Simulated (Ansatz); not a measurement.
CsCl-type CuZn was calculated with revPBE (plane waves, PAW; Ansatz, a first-principles code).

Run with plane-wave cutoff 520 eV, 18×18×18 k mesh, Fermi–Dirac smearing 0.05 eV, no spin polarisation, scalar-relativistic PAW data made under PBE.

Computed at the level's own relaxed cell.

Problem. Predict the volume per atom, bulk modulus, lattice constant a and pressure derivative B′ of the bulk modulus.

Solution. 
- volume per atom: 13.38 Å³/atom
- bulk modulus: 104 GPa
- lattice constant a: 2.991 Å
- pressure derivative B′ of the bulk modulus: 5.0

The run finds no gap.

Measured, for comparison: equilibrium volume per atom 12.93 Å³/atom, lattice constant a 2.958 Å (temperature not stated, no zero-point or thermal correction; as tabulated in First-Principles Study on the Electrical and Thermal Conductivities of Cu–Zn …); bulk modulus 116 GPa (temperature not stated, no zero-point or thermal correction; as tabulated in Nepal et al. (2020), arXiv:2007.11150). Computed (rounded) less measured: equilibrium volume per atom +3.5 %, bulk modulus -10 %, lattice constant a +1.1 %.

The computed numbers hold no vibrational or temperature effects.
